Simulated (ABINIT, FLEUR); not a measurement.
A FLEUR input for a self-consistent single point of SrSbPt (P-6m2, 3 atoms in the cell) (DFT, LDA (Vosko-Wilk-Nusair), all-electron FLAPW (FLEUR), scalar-relativistic valence):

Input of the input generator:

```
SrSbPt crystal
&input film=f /
8.5173172035 -0.0000000711 0.0000000000
-4.2586585402 7.3762131059 0.0000000000
0.0000000000 0.0000000000 8.7682914237
1.0
1.0 1.0 1.0

3
38 0.0000000000 0.0000000000 -0.0000000000
51 0.6666666667 0.3333333333 0.5000000000
78 0.3333333333 0.6666666667 0.5000000000

&comp jspins=1 /
&exco xctyp='vwn' /
&kpt div1=6 div2=6 div3=5 gamma=t /
&end /
```

```xml
<?xml version="1.0" encoding="UTF-8" standalone="no"?>
<fleurInput fleurInputVersion="0.39">
   <comment>
      SrSbPt crystal                                                                                      
   </comment>
   <calculationSetup>
      <cutoffs Kmax="4.4" Gmax="17.6" GmaxXC="17.6" numbands="0"/>
      <scfLoop itmax="80" minDistance="0.00001" maxIterBroyd="15" imix="Anderson" alpha="0.05" precondParam="0.0" spinf="2.0"/>
      <coreElectrons ctail="T" frcor="F" kcrel="0" coretail_lmax="0"/>
      <xcFunctional name="vwn" relativisticCorrections="F"/>
      <magnetism jspins="1"/>
      <soc l_soc="F" theta="0.0" phi="0.0" spav="F"/>
      <expertModes spex="0" secvar="F"/>
      <geometryOptimization l_f="T" forcealpha="1.0" forcemix="BFGS" epsdisp="0.00001" epsforce="0.00001"/>
      <ldaU l_linMix="F" mixParam="0.05" spinf="1.0"/>
   </calculationSetup>
   <cell>
      <bzIntegration valenceElectrons="41.0" mode="gauss" fermiSmearingEnergy="0.00367493">
         <kPointListSelection listName="default-1"/>
         <!-- k-points included here -->
         <xi:include xmlns:xi="http://www.w3.org/2001/XInclude" href="kpts.xml"> </xi:include>
      </bzIntegration>
      <!-- symmetry operations included here -->
      <xi:include xmlns:xi="http://www.w3.org/2001/XInclude" href="sym.xml"> </xi:include>
      <bulkLattice scale="1.0">
         <bravaisMatrix>
            <row-1>    8.5173172034999993    -0.0000000711000000     0.0000000000000000</row-1>
            <row-2>   -4.2586585401999999     7.3762131058999998     0.0000000000000000</row-2>
            <row-3>    0.0000000000000000     0.0000000000000000     8.7682914236999991</row-3>
         </bravaisMatrix>
      </bulkLattice>
   </cell>
   <atomSpecies>
      <species name="Strontium (Sr)" element="Sr" atomicNumber="38">
         <mtSphere radius="2.68" gridPoints="925" logIncrement="0.014"/>
         <atomicCutoffs lmax="10" lnonsphr="8"/>
         <electronConfig flipSpins="F">
            <coreConfig>(1s1/2) (2s1/2) (2p1/2) (2p3/2) (3s1/2) (3p1/2) (3p3/2) (3d3/2) (3d5/2)</coreConfig>
            <valenceConfig>(4s1/2) (4p1/2) (4p3/2) (5s1/2)</valenceConfig>
         </electronConfig>
         <energyParameters s="5" p="5" d="4" f="4"/>
         <lo type="SCLO" l="0" n="4" eDeriv="0"/>
         <lo type="SCLO" l="1" n="4" eDeriv="0"/>
      </species>
      <species name="Antimony (Sb)" element="Sb" atomicNumber="51">
         <mtSphere radius="2.30" gridPoints="793" logIncrement="0.016"/>
         <atomicCutoffs lmax="10" lnonsphr="8"/>
         <electronConfig flipSpins="F">
            <coreConfig>(1s1/2) (2s1/2) (2p1/2) (2p3/2) (3s1/2) (3p1/2) (3p3/2) (4s1/2) (3d3/2) (3d5/2) (4p1/2) (4p3/2)</coreConfig>
            <valenceConfig>(5s1/2) (4d3/2) (4d5/2) (5p1/2) (5p3/2)</valenceConfig>
            <stateOccupation state="(5p1/2)" spinUp="0.5" spinDown="0.5"/>
            <stateOccupation state="(5p3/2)" spinUp="1.0" spinDown="1.0"/>
         </electronConfig>
         <energyParameters s="5" p="5" d="5" f="4"/>
         <lo type="SCLO" l="2" n="4" eDeriv="0"/>
      </species>
      <species name="Platinum (Pt)" element="Pt" atomicNumber="78">
         <mtSphere radius="2.30" gridPoints="793" logIncrement="0.017"/>
         <atomicCutoffs lmax="10" lnonsphr="8"/>
         <electronConfig flipSpins="F">
            <coreConfig>(1s1/2) (2s1/2) (2p1/2) (2p3/2) (3s1/2) (3p1/2) (3p3/2) (4s1/2) (3d3/2) (3d5/2) (4p1/2) (4p3/2) (5s1/2) (4d3/2) (4d5/2) (4f5/2) (4f7/2)</coreConfig>
            <valenceConfig>(5p1/2) (5p3/2) (6s1/2) (5d3/2) (5d5/2)</valenceConfig>
            <stateOccupation state="(6s1/2)" spinUp="0.5" spinDown="0.5"/>
            <stateOccupation state="(5d3/2)" spinUp="1.8" spinDown="1.8"/>
            <stateOccupation state="(5d5/2)" spinUp="2.7" spinDown="2.7"/>
         </electronConfig>
         <energyParameters s="6" p="6" d="5" f="5"/>
         <lo type="SCLO" l="1" n="5" eDeriv="0"/>
      </species>
   </atomSpecies>
   <atomGroups>
      <atomGroup species="Strontium (Sr)">
         <relPos label="                   1">.0000000000 .0000000000 .0000000000</relPos>
         <force calculate="T" relaxXYZ="TTT"/>
      </atomGroup>
      <atomGroup species="Antimony (Sb)">
         <relPos label="                   2">-1.000/3.000 1.000/3.000 1.000/2.000</relPos>
         <force calculate="T" relaxXYZ="TTT"/>
      </atomGroup>
      <atomGroup species="Platinum (Pt)">
         <relPos label="                   3">1.000/3.000 -1.000/3.000 1.000/2.000</relPos>
         <force calculate="T" relaxXYZ="TTT"/>
      </atomGroup>
   </atomGroups>
   <output dos="F" band="F" slice="F">
      <checks vchk="F" cdinf="F"/>
      <bandDOS minEnergy="-.5*Htr" maxEnergy="0.5*Htr" sigma="0.015" storeEVData="T"/>
      <vacuumDOS vacdos="F" integ="F" star="F" nstars="0" locx1="0.0" locy1="0.0" locx2="0.0" locy2="0.0" nstm="0" tworkf="0.0"/>
      <unfoldingBand unfoldBand="F" supercellX="1" supercellY="1" supercellZ="1"/>
      <plotting iplot="0" polar="F">
         <plot TwoD="T" vec1="  1.0  0.0  0.0" vec2="  0.0  1.0  0.0" vec3="  0.0  0.0  1.0" zero="  0.0  0.0  0.0" file="plot"/>
      </plotting>
      <chargeDensitySlicing numkpt="0" minEigenval="0.0" maxEigenval="0.0" nnne="0" pallst="F"/>
      <specialOutput eonly="F"/>
      <magneticCircularDichroism mcd="F" energyLo="-10.0" energyUp="0.0"/>
   </output>
  <!-- We include the file relax.xml here to enable relaxations (see documentation) -->
  <xi:include xmlns:xi="http://www.w3.org/2001/XInclude" href="relax.xml"> <xi:fallback/> </xi:include>
</fleurInput>
```

Q: Write the same calculation as an input for ABINIT.

A: This is the input that was run; spellings and numerical settings could be chosen otherwise.

```
# SrSbPt, PseudoDojo nc-sr-04 LDA standard
pp_dirpath "./"
pseudos "Sr.upf, Sb.upf, Pt.upf"
acell 4.5071701621 4.5071701621 4.6399800000 Angstrom
rprim
         1.0000000000   -0.0000000083    0.0000000000
        -0.4999999928    0.8660254080    0.0000000000
         0.0000000000    0.0000000000    1.0000000000
natom 3
ntypat 3
znucl 38 51 78
typat 1 2 3
xcart
         0.0000000000    0.0000000000    0.0000000000
         2.2535850919    1.3011079344    2.3199900000
         0.0000000217    2.6022159064    2.3199900000
      Angstrom
ecut 84 Ry
occopt 7
tsmear 0.00367493
nband 29
kptopt 1
ngkpt 6 6 5
nshiftk 1
shiftk 0 0 0
nstep 50
tolvrs 1.0e-11
prtwf 0
prtden 0
prtvol 1
enunit 1
```

Basis, cutoffs, solver keys and any potentials are the target program's own. This input uses DFT, LDA (PW92), plane waves, norm-conserving pseudopotentials (PseudoDojo nc-sr-04 LDA standard). LDA parametrisations can differ slightly between programs.

The starting cell comes from a database of computed structures (which also holds hypothetical and non-ambient phases and stackings), without a prior relaxation at this level.
